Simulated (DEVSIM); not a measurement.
System: Pt/Si3N4/n-GaAs capacitor, at 300 K.

| layer (left to right) | material | thickness (nm) | Nd (cm⁻³) |
|---|---|---|---|
| 1 | Si3N4 | 14.0 | - |
| 2 | GaAs | 3900 | 2.8e16 |

Metal gate on the left, work function 5.6 eV. Fixed charge at the semiconductor interface 6.5e11 cm⁻² (in units of +e); no interface traps.

Constants are typed, rounded textbook-type inputs, not results; the design itself was drawn at random and stands for no fabricated device. Values at 300 K.

| parameter | Si3N4 | GaAs |
|---|---|---|
| gap (eV) | 5.1 | 1.424 |
| affinity (eV) | 2.1 | 4.07 |
| permittivity | 7.5 | 12.9 |
| Nc (cm⁻³) | - | 4.7e17 |
| Nv (cm⁻³) | - | 9e18 |

DEVSIM, 1D Poisson equation in equilibrium, Boltzmann statistics, complete ionisation; no quantum confinement or tunnelling. Metal contacts follow the ideal Schottky-Mott rule: no Fermi-level pinning, no interface dipoles.

The Si3N4 thickness was swept, all else fixed.

```json
[
 {"Si3N4 thickness (μm)": "0.0056", "threshold voltage (band bending 2φF) (V)": "0.07", "capacitance of the dielectric stack (μF/cm²)": "1.19", "flat-band voltage (V)": "1.37", "minimum of the low-frequency capacitance (μF/cm²)": "0.0477"},
 {"Si3N4 thickness (μm)": "0.0077", "threshold voltage (band bending 2φF) (V)": "0.01", "capacitance of the dielectric stack (μF/cm²)": "0.862", "flat-band voltage (V)": "1.34", "minimum of the low-frequency capacitance (μF/cm²)": "0.0474"},
 {"Si3N4 thickness (μm)": "0.0098", "threshold voltage (band bending 2φF) (V)": "-0.06", "capacitance of the dielectric stack (μF/cm²)": "0.678", "flat-band voltage (V)": "1.30", "minimum of the low-frequency capacitance (μF/cm²)": "0.0467"},
 {"Si3N4 thickness (μm)": "0.012", "threshold voltage (band bending 2φF) (V)": "-0.13", "capacitance of the dielectric stack (μF/cm²)": "0.553", "flat-band voltage (V)": "1.27", "minimum of the low-frequency capacitance (μF/cm²)": "0.0456"},
 {"Si3N4 thickness (μm)": "0.014", "threshold voltage (band bending 2φF) (V)": "-0.20", "capacitance of the dielectric stack (μF/cm²)": "0.474", "flat-band voltage (V)": "1.24", "minimum of the low-frequency capacitance (μF/cm²)": "0.0453"},
 {"Si3N4 thickness (μm)": "0.017", "threshold voltage (band bending 2φF) (V)": "?", "capacitance of the dielectric stack (μF/cm²)": "0.391", "flat-band voltage (V)": "1.19", "minimum of the low-frequency capacitance (μF/cm²)": "0.0446"}
]
```

### Question
Complete the blanks.

### Answer

- 0.017, threshold voltage (band bending 2φF) (V): -0.30
